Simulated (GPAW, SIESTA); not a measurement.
A SIESTA input for a self-consistent single point of Hf₃Pt (P6_3/mmc, 8 atoms in the cell) (DFT, GGA PBEsol, numerical atomic orbitals TZP, PseudoDojo PBEsol standard norm-conserving potentials (rewritten from UPF to PSML)):

```
# files in the folder: Hf.psml Pt.psml (PseudoDojo PBEsol standard)
SystemName  Hf3Pt
SystemLabel Hf3Pt

NumberOfAtoms                8
NumberOfSpecies              2
%block ChemicalSpeciesLabel
  1 72 Hf
  2 78 Pt
%endblock ChemicalSpeciesLabel
LatticeConstant              1.0 Ang
%block LatticeVectors
     5.868779000    0.000000000    0.000000000
    -2.934390000    5.082511000    0.000000000
     0.000000000    0.000000000    5.036739000
%endblock LatticeVectors
AtomicCoordinatesFormat      Ang
%block AtomicCoordinatesAndAtomicSpecies
     1.511724025    0.872794201    3.777554250  1
     1.422664975    4.209716799    1.259184750  1
    -0.000000172    1.745588403    1.259184750  1
     2.934389172    3.336922597    3.777554250  1
     4.357054803    0.872794201    3.777554250  1
    -1.422665803    4.209716799    1.259184750  1
     2.934392268    1.694168639    1.259184750  2
    -0.000003268    3.388342361    3.777554250  2
%endblock AtomicCoordinatesAndAtomicSpecies

XC.functional                GGA
XC.authors                   PBEsol
PAO.BasisSize                TZP
PAO.EnergyShift              0.01 Ry
MeshCutoff                   300 Ry
%block kgrid.MonkhorstPack
    4   0   0  0.0
    0   4   0  0.0
    0   0   4  0.0
%endblock kgrid.MonkhorstPack
OccupationFunction           MP
OccupationMPOrder            0
ElectronicTemperature        100.0 meV

MaxSCFIterations             150
SCF.Mixer.Method             Broyden
SCF.Mixer.Weight             0.25
SCF.Mixer.History            8
SCF.DM.Tolerance             1.0E-04
Diag.ParallelOverK           true
WriteForces                  true
```

### Question
Give the GPAW input for the same structure, mesh, smearing and functional.

### Answer
This is the input that was run; spellings and numerical settings could be chosen otherwise.

```python
from ase import Atoms
from ase.units import GPa
from gpaw import GPAW, PW

atoms = Atoms(['Hf', 'Hf', 'Hf', 'Hf', 'Hf', 'Hf', 'Pt', 'Pt'],
              cell=[[5.868779, 0.000000, 0.000000],
                    [-2.934390, 5.082511, 0.000000],
                    [0.000000, 0.000000, 5.036739]],
              positions=[[1.511724, 0.872794, 3.777554],
                         [1.422665, 4.209717, 1.259185],
                         [-0.000000, 1.745588, 1.259185],
                         [2.934389, 3.336923, 3.777554],
                         [4.357055, 0.872794, 3.777554],
                         [-1.422666, 4.209717, 1.259185],
                         [2.934392, 1.694169, 1.259185],
                         [-0.000003, 3.388342, 3.777554]],
              pbc=True)

calc = GPAW(mode=PW(550),
            xc='PBEsol',
            kpts={'size': (4, 4, 4), 'gamma': True},
            occupations={'name': 'methfessel-paxton', 'width': 0.1, 'order': 0},
            nbands=-16,
            symmetry={'symmorphic': False, 'tolerance': 0.0005},
            maxiter=150)

atoms.calc = calc

energy = atoms.get_potential_energy()
print('Energy (eV):', round(energy, 6))
forces = atoms.get_forces()
print('Forces (eV/Ang):')
print(forces.round(5))
stress = atoms.get_stress()
print('Stress (GPa, Voigt):', (stress / GPa).round(4))
```

Basis settings and potentials, where a program has them, do not carry over. This input uses DFT PBEsol, plane waves, GPAW PAW datasets PBEsol (made by gpaw-setup).

The starting cell comes from a database of computed structures (which also holds hypothetical and non-ambient phases and stackings), without a prior relaxation at this level. For this run, on top of that: lattice scaled by 0.98.
